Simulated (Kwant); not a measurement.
System: In0.53Ga0.47As/InP stack with 1 barrier. One parabolic valley. Leads of mass 0.041 mₑ with the band edge at 0; grid 0.1 nm; bias 0 V, dropping linearly over the stack.

```tsv
layer	thickness (nm)	band offset (eV)	mass (mₑ)
1	4.9	0.25	0.08
```

The device is made up for the run: typed textbook-type constants, with dimensions and the other settings drawn at random.

Model: one-band effective-mass tight-binding model in one dimension, coherent, no space charge (Kwant).

Problem. Work out the transmission below the barrier top from T = 1/(1 + ((ζ + 1/ζ)/2)² sinh²(κa)), ζ = (k/m_lead)/(κ/m_barrier).

Solution. E = 0.04856 eV: k = 0.2286 nm⁻¹, κ = 0.6504 nm⁻¹, ζ = 0.6858, T = 0.00592. The simulation gives 0.00593, the same within the digits that matter. E = 0.1243 eV: k = 0.3657 nm⁻¹, κ = 0.5138 nm⁻¹, ζ = 1.389, T = 0.0232. The simulation gives 0.0232, the same within the digits that matter. E = 0.1905 eV: k = 0.4528 nm⁻¹, κ = 0.3535 nm⁻¹, ζ = 2.499, T = 0.0597. The simulation gives 0.0597, the same within the digits that matter. What differs comes from the grid.
